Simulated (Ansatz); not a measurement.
**Response to strain in CuI**

Consider CuI in the zinc blende structure (space group F-43m, No. 216; a = 5.862 Å).

Strains are applied to the cell and any free atomic positions relax.

All numbers come from Ansatz (a quantum-chemistry and plane-wave program) LDA, no SOC.

Candidates:
(a) isotropic strain +1.00 %
(b) isotropic strain +0.50 %
(c) isotropic strain +3.00 %

For the base:

- Width of the top valence band = 1.92 eV

Question: Order them by width of the top valence band, highest first.

Answer: (b) isotropic strain +0.50 % (1.86 eV), (a) isotropic strain +1.00 % (1.80 eV), (c) isotropic strain +3.00 % (1.58 eV)

With I present, leaving out spin-orbit coupling can change the band edges. The levels and masses belong to the bands next to the band gap. No phonon test of stability was made. The final runs are not spin-polarised.
